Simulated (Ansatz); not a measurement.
**A computed series for hypothetical rock salt GaAs: response to strain**

The reference is GaAs in the rock salt structure (space group Fm-3m, No. 225; a = 5.330 Å; a hypothetical phase, not in the database extracts checked; relaxed with 0.1 eV smearing). Axes: x, y, z lie along the cube axes.

Strains are applied to the cell and any free atomic positions relax; under biaxial strain the out-of-plane vector relaxes too.

Level of theory: plane-wave PAW DFT at the r2SCAN level (Ansatz, a program for electronic structure, 500 eV), without spin-orbit coupling, earlier PAW set.

Notes on the quantities. energy relative to the base: free energy F; pressure: mean of the normal stresses, compression positive.

```csv
change,energy relative to the base,pressure,shortest interatomic distance
base,0 meV/atom,0.0 GPa,5.037 bohr
"biaxial strain +1.69 %, plane normal [001], relaxed out of plane",+5.6 meV/atom,(withheld),(withheld)
"biaxial strain +3.15 %, plane normal [001], relaxed out of plane",+19 meV/atom,-3.1 GPa,4.958 bohr
uniaxial strain ε_xx = +0.74 %,+0.5 meV/atom,(withheld),5.037 bohr
uniaxial strain ε_xx = +1.01 %,+0.9 meV/atom,-0.8 GPa,5.037 bohr
uniaxial strain ε_yy = +4.19 %,(withheld),-2.8 GPa,5.037 bohr
```

Q: Some entries are withheld; estimate them.

A: 
- biaxial strain +1.69 %, plane normal [001], relaxed out of plane, pressure: -1.8 GPa
- biaxial strain +1.69 %, plane normal [001], relaxed out of plane, shortest interatomic distance: 4.992 bohr
- uniaxial strain ε_xx = +0.74 %, pressure: -0.6 GPa
- uniaxial strain ε_yy = +4.19 %, energy relative to the base: +13 meV/atom

Whether these cells are dynamically stable was not tested. All final runs are without spin polarisation.
